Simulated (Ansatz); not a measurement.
## Quick settings and what they miss: SnTe2Pd6 (I4mm, 9 atoms in the cell)

Self-consistent single point.

```yaml
crystal:
  lattice:
    - [-2.08008, 2.08008, 10.68571]
    - [2.08008, -2.08008, 10.68571]
    - [2.08008, 2.08008, -10.68571]
  atoms:
    - { symbol: Sn, position: [0.99980, 0.99980, 0.00000] }
    - { symbol: Te, position: [0.67687, 0.67687, 0.00000] }
    - { symbol: Te, position: [0.31825, 0.31825, 0.00000] }
    - { symbol: Pd, position: [0.90641, 0.40641, 0.50000] }
    - { symbol: Pd, position: [0.40641, 0.90641, 0.50000] }
    - { symbol: Pd, position: [0.09584, 0.59584, 0.50000] }
    - { symbol: Pd, position: [0.59584, 0.09584, 0.50000] }
    - { symbol: Pd, position: [0.50124, 0.50124, 0.00000] }
    - { symbol: Pd, position: [0.80195, 0.80195, 0.00000] }
```

Method: LDA (PW92), PAW files made with PBE (plane waves; Ansatz, a program for electronic structure).

Base settings: basis.ecutwfc = 420 eV; kpoints.mp_grid.grid = 6 6 6; hamiltonian.xc = lda; hamiltonian.pseudopotentials = {kind: paw} (the program's default PAW files); scf.occupations.method = cold; scf.occupations.width = 0.136 eV.

Tight run (finer mesh or higher cutoff; not a proven limit): basis.ecutwfc: 420 eV → 590 eV; kpoints.mp_grid.grid: 6 6 6 → 9 9 9; scf.convergence.dr2_threshold: default (1e-07 eV) → 1e-09 eV. It gave Fermi level (on the code's own zero) 13.91 eV; pressure -14.45 GPa; largest force (vector length) 0.937 eV/Å.

Quick runs, as changes from the base:
- A: the base itself
- B: basis.ecutwfc: 420 eV → 295 eV; kpoints.mp_grid.grid: 6 6 6 → 4 4 4; scf.occupations.method: cold → gaussian; scf.occupations.width: 0.136 eV → 0.2 eV
- C: basis.ecutwfc: 420 eV → 295 eV; kpoints.mp_grid.grid: 6 6 6 → 8 8 8; hamiltonian.xc: lda → pbesol [PBEsol]
- D: basis.ecutwfc: 420 eV → 210 eV; kpoints.mp_grid.grid: 6 6 6 → 8 8 8; scf.occupations.method: cold → gaussian; scf.occupations.width: 0.136 eV → 0.2 eV; kpoints.mp_grid.shift: default → 0.5 0.5 0.5; scf.convergence.dr2_threshold: default (1e-07 eV) → 0.001 eV
- E: basis.ecutwfc: 420 eV → 210 eV; kpoints.mp_grid.grid: 6 6 6 → 2 2 2; hamiltonian.xc: lda → pbesol; scf.convergence.dr2_threshold: default (1e-07 eV) → 0.001 eV [PBEsol]
- F: kpoints.mp_grid.grid: 6 6 6 → 4 4 4; scf.occupations.method: cold → fermi_dirac; scf.occupations.width: 0.136 eV → 0.2 eV

Energies are extrapolated to zero smearing width, which holds to low order in the width alone.

Dashes: time of B, E, F, under 30 s; energy of C, E, another energy zero.

† marks runs with another functional, U, potentials or spin treatment: their distance from the tight run is not a convergence error alone.

The count of work is k-points × plane waves × bands × iterations; it is no time. Core times come from one kind of shared machine and are given to one figure; runs under 30 s give none.

Pressures in the table are Ansatz's without its Pulay estimate, at a fixed set of plane waves; the tight run's value above holds the estimate.

The starting cell comes from a database of computed structures (which also holds hypothetical and non-ambient phases and stackings), without a prior relaxation at this level. Its lattice was rescaled by a random factor within 2.5 % of one. Spin polarisation is off. In the base run, with a pressure of about -14 GPa the cell is away from its equilibrium volume at this level.

```
run  energy less tight (meV/atom)  pressure less tight (GPa)  largest miss in a force vector (eV/Å)  count of work / tight  core time / tight (rough)
---  ----------------------------  -------------------------  -------------------------------------  ---------------------  -------------------------
A                             0.9                      -0.01                                  0.061                   0.20                        0.2
B                           146.1                     -10.99                                  0.091                  0.052                          –
C†                              –                      -7.62                                  0.202                   0.24                        0.3
D                          5724.6                    -234.11                                  1.058                  0.085                        0.2
E†                              –                    -238.84                                  1.308                 0.0078                          –
F                             2.9                       0.48                                  0.084                  0.082                          –
```

Among the runs at the tight run's level, the energy misses run from 0.9 to 5724.6 meV/atom.

Keys are those of Ansatz 0.2.
